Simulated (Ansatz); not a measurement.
Input and output of a self-consistent single point for ZnInGaO4 (R3m, 7 atoms in the cell) (Ansatz, a quantum-chemistry and plane-wave program)

Computed with PBE (plane waves, PAW; Ansatz).

Input:

Ansatz 0.2 input:
```yaml
crystal:
  lattice:
    - [1.647500, 0.951185, 8.690000]
    - [-1.647500, 0.951185, 8.690000]
    - [0.000000, -1.902369, 8.690000]
  atoms:
    - { symbol: In, position_ang: [0.000000, 0.000000, 0.000000] }
    - { symbol: Ga, position_ang: [-0.000000, 0.000001, 20.410203] }
    - { symbol: Zn, position_ang: [-0.000000, 0.000000, 5.659797] }
    - { symbol: O, position_ang: [-0.000000, 0.000001, 22.727826] }
    - { symbol: O, position_ang: [0.000000, 0.000000, 3.342174] }
    - { symbol: O, position_ang: [0.000000, 0.000001, 18.436704] }
    - { symbol: O, position_ang: [-0.000000, 0.000000, 7.633296] }
basis:
  ecutwfc: 420.0
kpoints:
  mp_grid: { grid: [8, 8, 8] }
hamiltonian:
  xc: pbe
  pseudopotentials: { kind: paw }
scf:
  occupations: { method: fermi_dirac, width: 0.1 }
output:
  forces: true
  eigenvalues: true
  stress: true
```

Output, abridged:

```
basis.fft_grid_basis auto: the FFT boxes are laid along the combinations [[1, 0, -1], [0, 1, -1], [0, 0, 1]] of the cell's own vectors, 3.295, 3.295 and 8.896 …
Pseudopotentials: kind: paw
Pseudopotential: In, paw, valence charge 13
Pseudopotential: Ga, paw, valence charge 13
Pseudopotential: Zn, paw, valence charge 12
Pseudopotential: O, paw, valence charge 6
Crystal: 7 atoms, lattice volume = 81.707 Å³
Basis set: ecut = 420 eV, 1631 PW (Γ), FFT grids on a1−a3, a2−a3, a3, exchange–correlation on 48×48×120 points (8 copies of the dense FFT grid, shifted against one another)
Bands: 38, of which v1, the nominal top of the filled ones, is band 31 counted from 1 (30 counted from 0)
Symmetry: 6 space group operations
Space group: R3m (ITA 160), of the structure as read, at distance tolerance 4.3e-5 Å
k-points: 65 of 512 (time reversal used)
Initial density: superposition of atomic densities (neutral atoms: chi_scale 0, normalization atom), corrected by the library's trained network
Initial wavefunctions: pseudopotential atomic-orbital guess
Eigensolver: davidson
Functional: x = pbe(κ = 0.804, μ = 0.2195149727645171), c = pbe(β = 0.06672455060314922)
SCF iter   1: F=—  HF=-14970.486079 eV  |F-HF|=—  |Δ(HF+E_count)|=         —  Δρ=3.21e-3  dr2=7.32e-3  ethr=1.77e-3  ⟨swp⟩=5.6  Hψ=9561  notcnv=0  defer=4
all-band conjugate gradients solve this SCF's bands
preconditioner: auto → Resta (q_TF=auto, 2.606 Å⁻¹)
SCF iter   2: F=—  HF=-14970.485737 eV  |F-HF|=—  |Δ(HF+E_count)|=   3.43e-4  Δρ=1.32e-3  dr2=1.09e-3  ethr=1.18e-5  ⟨swp⟩=2.1  Hψ=4589  notcnv=0  defer=10
SCF iter   3: F=—  HF=-14970.485607 eV  |F-HF|=—  |Δ(HF+E_count)|=   1.29e-4  Δρ=8.05e-4  dr2=5.83e-4  ethr=1.76e-6  ⟨swp⟩=2.0  Hψ=3365  notcnv=0  defer=10
SCF iter   4: F=—  HF=-14970.485538 eV  |F-HF|=—  |Δ(HF+E_count)|=   6.97e-5  Δρ=1.83e-4  dr2=1.89e-5  ethr=9.40e-7  ⟨swp⟩=2.0  Hψ=3380  notcnv=0  defer=10
SCF iter   5: F=—  HF=-14970.485532 eV  |F-HF|=—  |Δ(HF+E_count)|=   5.26e-6  Δρ=8.98e-5  dr2=5.31e-6  ethr=3.04e-8  ⟨swp⟩=2.0  Hψ=4109  notcnv=0  defer=10
SCF iter   6: F=—  HF=-14970.485535 eV  |F-HF|=—  |Δ(HF+E_count)|=   2.90e-6  Δρ=4.59e-5  dr2=1.49e-6  ethr=8.56e-9  ⟨swp⟩=2.0  Hψ=4266  notcnv=0  defer=10
SCF iter   7: F=—  HF=-14970.485535 eV  |F-HF|=—  |Δ(HF+E_count)|=   4.35e-8  Δρ=1.55e-5  dr2=1.83e-7  ethr=2.40e-9  ⟨swp⟩=2.0  Hψ=4162  notcnv=0  defer=10
SCF iter   8: F=-14970.485535 eV  HF=-14970.485535 eV  |F-HF|=1.99e-8  |Δ(HF+E_count)|=   8.73e-8  Δρ=6.67e-6  dr2=3.92e-8  ethr=1.61e-10  ⟨swp⟩=9.0  Hψ=10461  notcnv=0
SCF 1 converged in 8 iterations: F = -14970.485535 eV  dr2 = 3.92e-8
SCF converged after 8 iterations
Free energy (F): -14970.485535 eV
Harris-Foulkes:  -14970.485535 eV  (|F-HF|=1.99e-8)
Internal energy: -14970.480376 eV  (E = F + TS)
E sigma→0 (E₀):  -14970.482956 eV
Entropy (-TS):   -0.005159 eV (-0.737 meV/atom)
Fermi energy:    9.770133 eV
--- Per-component energies (eV) ---
  E_band       = 22.885935
  E_kinetic    = 1195.333013
  E_local      = -5766.722767  (includes V_loc(G=0)·N_el)
  E_nonlocal   = 1616.338026
  E_hartree    = 2422.904866
  E_xc         = -713.274158
  E_vxc        = -582.429103  (∫ρ·V_xc dr)
  E_paw        = -8623.277178  (= ΣΔE_a)
  E_vpaw       = -1285.448207  (= ΣTr[D̂ρ^β])
  E_aug_tail   = 0.009301  (compensation charges beyond the density's cutoff)
  E_ewald      = -5101.791479
  E_smearing   = -0.005159  (= −TS)
  E_closure    = -0.000000  (closes the sum)
  Σ components = -14970.485535   (vs F -14970.485535, Δ=0.00e0)
--- Forces (eV/Å), atoms counted from 1 ---
  atom   1  In     0.00000000    -0.00000003    -1.53287110
  atom   2  Ga     0.00000000     0.00000002     0.96843874
  atom   3  Zn     0.00000000     0.00000001     0.37064587
  atom   4  O      0.00000000    -0.00000003    -1.67846785
  atom   5  O      0.00000000    -0.00000002    -1.23398218
  atom   6  O      0.00000000     0.00000004     1.99685336
  atom   7  O      0.00000000     0.00000002     1.10937151
  max |Σ_I F_I| component: 1.16e-5 eV/Å
--- Stress (GPa, compression-positive) ---
        9.869151       0.000000       0.000000
        0.000000       9.869151      -0.000000
        0.000000      -0.000000       3.841565
  P = ⅓ Tr σ = 7.8600 GPa (78.600 kbar)
  The stress holds the Pulay correction. Without it, at fixed plane waves, as pw.x and ABINIT print it: P = 7.1404 GPa
--- Band table (eV; the first three rows and the last of 65) ---
  k-point 0: bands = ["-10.8448", "-9.8680", "-8.3857", "-7.8514", "-5.7791", "-5.7791", "-5.3906", "-5.3906", "-5.0556", "-4.3040", "-4.3040", "-4.1428", "-3.8936", "-3.8936", "2.8817", "3.8535", "3.8915", "3.8915", "5.0849", "5.0849", "5.2483", [...]
  k-point 1: bands = ["-10.7640", "-9.7970", "-8.4043", "-7.8271", "-5.7507", "-5.7469", "-5.4056", "-5.3928", "-5.0718", "-4.2510", "-4.1673", "-4.1062", "-3.8986", "-3.8690", "2.8766", "3.7552", "3.8433", "3.9695", "4.3137", "4.9733", "5.3079", [...]
  k-point 2: bands = ["-10.5658", "-9.6480", "-8.4302", "-7.7350", "-5.6678", "-5.6538", "-5.4397", "-5.3978", "-5.0738", "-4.1515", "-4.1268", "-3.9900", "-3.8760", "-3.5899", "2.3273", "3.5252", "3.6743", "4.0500", "4.1319", "4.6942", "4.8107", [...]
  k-point 64: bands = ["-10.8382", "-9.8831", "-8.3977", "-7.8185", "-5.7790", "-5.7790", "-5.3906", "-5.3906", "-5.0832", "-4.3040", "-4.3040", "-4.1276", "-3.8936", "-3.8936", "2.7146", "3.8913", "3.8913", "4.4215", "4.7967", "5.1059", "5.1059", [...]
```

The run converged in 8 iterations.

The starting cell was generated: these elements placed on a structure prototype, without a prior relaxation; it need not be a known phase or ordering of this composition. With a pressure of about 8 GPa the cell is away from its equilibrium volume at this level. Forces in this geometry exceed 1 eV/Å. Ansatz's pressure includes its estimate of the finite-basis (Pulay) stress. Without the estimate this run gives 7.14 GPa. The run gives no clean gap (levels at the Fermi energy touch, overlap or are partly filled at this smearing), which alone does not show that the compound is a metal.

Cost on one core of a shared machine: roughly 30 s.
